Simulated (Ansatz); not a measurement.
The reference is SnO in the litharge type structure (space group P4/nmm, No. 129; a = 3.793 Å, c = 4.764 Å; layered, stacked along the Cartesian z axis).

Structures relaxed with r2SCAN+rVV10/PAW in Ansatz (a quantum-chemistry and plane-wave program), scalar-relativistic without spin-orbit coupling.

Base:

Simulated powder pattern, Mo Kα, λ = 0.71073 Å (kinematic, ideal powder, no thermal factors, no anomalous dispersion; the 8 strongest lines at most, above 2 %, up to 2θ = 40°):

```json
[
 {"2θ (°)": "13.76", "I/Imax (%)": "100", "hkl": "(101)"},
 {"2θ (°)": "15.23", "I/Imax (%)": "28", "hkl": "(110)"},
 {"2θ (°)": "21.60", "I/Imax (%)": "19", "hkl": "(200)"},
 {"2θ (°)": "23.02", "I/Imax (%)": "31", "hkl": "(112)"},
 {"2θ (°)": "25.70", "I/Imax (%)": "36", "hkl": "(211)"},
 {"2θ (°)": "28.08", "I/Imax (%)": "13", "hkl": "(103)"},
 {"2θ (°)": "35.70", "I/Imax (%)": "12", "hkl": "(213)"},
 {"2θ (°)": "38.74", "I/Imax (%)": "11", "hkl": "(312)"}
]
```

One thing is altered: Ir takes the place of Sn on all its sites, then cell and atoms are relaxed.

Task: Where do the lines fall after the change?

Result: 
Simulated powder pattern, Mo Kα, λ = 0.71073 Å (kinematic, ideal powder, no thermal factors, no anomalous dispersion; the 8 strongest lines at most, above 2 %, up to 2θ = 40°):

```tsv
2θ (°)	I/Imax (%)	hkl
15.94	100	(101)
17.55	39	(110)
20.24	15	(111)
23.64	24	(102)
24.92	21	(200)
26.77	16	(112)
29.72	37	(211)
34.62	15	(212)
```

The indices refer to each structure's own conventional cell; one index is shown for lines that coincide.

Whether these cells are dynamically stable was not tested. As relaxed here, IrO is a hypothetical phase, not in the database extracts checked. Seeded moments were not kept for Sn → Ir. No Hubbard U is applied, and correlation can decide whether such a compound is a metal. All final runs are without spin polarisation.
